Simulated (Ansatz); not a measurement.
Cubic perovskite RbMnF3 was calculated with PBE0 (Ansatz, a quantum-chemistry and plane-wave program, PAW).

Numerical settings: plane-wave cutoff 460 eV, 6×6×6 k mesh, Fermi–Dirac smearing 0.01 eV, spin-polarised start, scalar-relativistic PAW data made under PBE.

The cell is scaled about its equilibrium volume:

```
V (Å³/atom)  P (GPa)  direct gap at Γ (eV)  smallest gap on the k mesh (eV)
-----------  -------  --------------------  -------------------------------
14.700          3.85                 7.338                            4.829
15.087          1.81                 7.302                            4.849
15.601         -0.49                 7.264                            4.879
15.861         -1.49                 7.248                            4.894
16.248         -2.83                 7.228                            4.917
```

The fundamental gap (4.87 eV at the equilibrium volume, with added k points) lies elsewhere than Γ–Γ.

Note: the magnetic order was assumed, not searched for or taken from measurement; the relaxation could not lower the start's symmetry, so the cell can be a saddle point above a distorted one.

Spin–orbit coupling is not included.
